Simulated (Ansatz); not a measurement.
Consider TiB2 (space group P6/mmm, No. 191; a = 3.0318 Å, c = 3.2243 Å).

Method: PBE in Ansatz (plane waves to 420 eV, PAW, scalar-relativistic without spin-orbit coupling), earlier PAW set.

One change was made to it. Results:

The c/a ratio drops by 0.025 (1.063 → 1.038); the density rises by 1.008 g/cm³ to 5.50 g/cm³.

Task: What was done to the base?
A. pressure −2 GPa
B. pressure 75 GPa
C. pressure 15 GPa

Result: B, pressure 75 GPa. For comparison, the c/a ratio in the other runs: pressure 15 GPa gives 1.056; pressure −2 GPa gives 1.065.

Load acts through the strain it causes; cell and atoms are relaxed under it. No phonon test of stability was made. No other phases were tried under pressure. The final runs are not spin-polarised.

Ansatz is a first-principles code.
